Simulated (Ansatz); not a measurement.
AlTi$_{3}$ has the hexagonal space group P6₃/mmc (No. 194), Pearson symbol hP8. Cell: a = b = 5.687 Å, c = 4.610 Å, α = β = 90.00°, γ = 120.00°. Ti on 6h is coordinated by 8 Ti at 2.793–2.893 Å and 4 Al at 2.813–2.843 Å (anticuboctahedral). Al on 2c is coordinated by 12 Ti at 2.813–2.843 Å (anticuboctahedral). (Neighbours: up to the widest gap in distance over summed covalent radii, below 1.35, at either atom.)

**Question.** By how much do the lattice constants and the volume change from 300 K to 550 K (quasi-harmonic lattice dynamics, Ansatz, a program for electronic structure, PBEsol functional, plane-wave PAW), and how far does the bulk modulus soften?

**Answer.** a by 0.22 %, c by 0.24 %, the volume by 0.68 %; B_T goes from 117 to 114 GPa. Whether this phase is the stable one at each condition was not tested.

The PAW data sets were generated under PBE and serve the other functionals too.
